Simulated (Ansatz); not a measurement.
We consider NbAs₂ (model structure, started from the MoP2 type, Cmc2₁, No. 36, 6 atoms in the cell), described by PBEsol in Ansatz (PAW).

Run with plane-wave cutoff 520 eV, 16×16×10 k mesh (along the axes of the cell as run), Fermi–Dirac smearing 0.05 eV, no spin polarisation, scalar-relativistic PAW data made under PBE.

Cell (relaxed at this level):

```yaml
crystal:
  lattice:
    - [1.69491, -5.97967, 0.00000]
    - [1.69491, 5.97967, 0.00000]
    - [0.00000, 0.00000, 5.30626]
  atoms:
    - { symbol: Nb, position: [0.90965, 0.09035, 0.49762] }
    - { symbol: Nb, position: [0.09035, 0.90965, 0.99762] }
    - { symbol: As, position: [0.56998, 0.43002, 0.36895] }
    - { symbol: As, position: [0.43002, 0.56998, 0.86895] }
    - { symbol: As, position: [0.29315, 0.70685, 0.20844] }
    - { symbol: As, position: [0.70685, 0.29315, 0.70844] }
```

Question: Estimate the bulk modulus that the calculation returns.

Answer: 
bulk modulus: 130 GPa

Note: the bulk modulus is −V dP/dV from two relaxed cells at ±2 % in volume; the relaxation could raise the start's symmetry but not lower it, so the cell can be a saddle point.

The computed numbers hold no vibrational or temperature effects.

Computing time: about 30 core-minutes (a rough figure).

A model structure was made by putting elements into a prototype or built by hand; it is no filed structure, need not be a known phase, and can be a saddle point held by its symmetry.

Ansatz is an electronic-structure program.
